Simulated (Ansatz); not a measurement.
The parent structure is GaN in the zinc blende structure (space group F-43m, No. 216).

```cif
data_Ga4N4
_chemical_formula_sum 'Ga4 N4'
_space_group_name_H-M_alt 'F-43m'
_space_group_IT_number 216
_space_group_name_Hall 'F -4 2 3'
_cell_length_a 4.54850
_cell_length_b 4.54850
_cell_length_c 4.54850
_cell_angle_alpha 90.000
_cell_angle_beta 90.000
_cell_angle_gamma 90.000
loop_
_atom_site_label
_atom_site_type_symbol
_atom_site_symmetry_multiplicity
_atom_site_Wyckoff_symbol
_atom_site_fract_x
_atom_site_fract_y
_atom_site_fract_z
_atom_site_occupancy
Ga1 Ga 4 a 0.00000 0.00000 0.00000 1
N1 N 4 d 0.75000 0.75000 0.75000 1
```
(The calculation used a cell of 2 atoms; values per cell refer to that cell.)

The values are results of PBE (Ansatz, a first-principles code), without spin-orbit coupling, not measurements.

For the base:

The band gap is 1.54 eV and the hole mass comes out as 0.14, 0.90, 0.90 mₑ (at Γ).

Modification: cell and atoms relaxed at a pressure of 2.1 GPa.

Task: Estimate the effect on the band gap.

Result: The band gap grows by 0.08 eV to 1.62 eV.

Task: Predict the new hole mass.

Result: The hole mass (degenerate bands, along [100]) becomes 0.15, 0.89, 0.89 mₑ (at Γ) (base: 0.14, 0.90, 0.90 mₑ (at Γ)).

Load acts through the strain it causes; cell and atoms are relaxed under it. Effective masses come from finite differences of ±0.01 Å⁻¹. No phonon test of stability was made. Tetrahedral semiconductors of this kind turn to denser phases somewhere between about 1 and 50 GPa; those were not computed, so compressed cells here can lie past the real transition. This is not the structure that GaN has at room temperature and ambient pressure.
